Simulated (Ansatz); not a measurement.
Base system: Mg3PbO in the anti-perovskite structure (space group Pm-3m, No. 221; a = 4.3848 Å; a hypothetical phase, not in the database extracts checked).

Level of theory: Ansatz (a quantum-chemistry and plane-wave program) PBEsol, no SOC.

Before the change:

The pressure comes out as 0.0 GPa and the band gap comes out as zero.

Modification: an isotropic linear strain of +4.33 %, atoms relaxed at fixed cell.

Task: How does this affect the energy relative to the base, pressure and band gap?

Result: The energy grows by 53 meV/atom; the pressure goes from zero to -6.7 GPa; the band gap remains zero.

Stability against distortions was not tested. All final runs are without spin polarisation. A zero or small gap of Mg3PbO can be the functional's error rather than a property of the material.
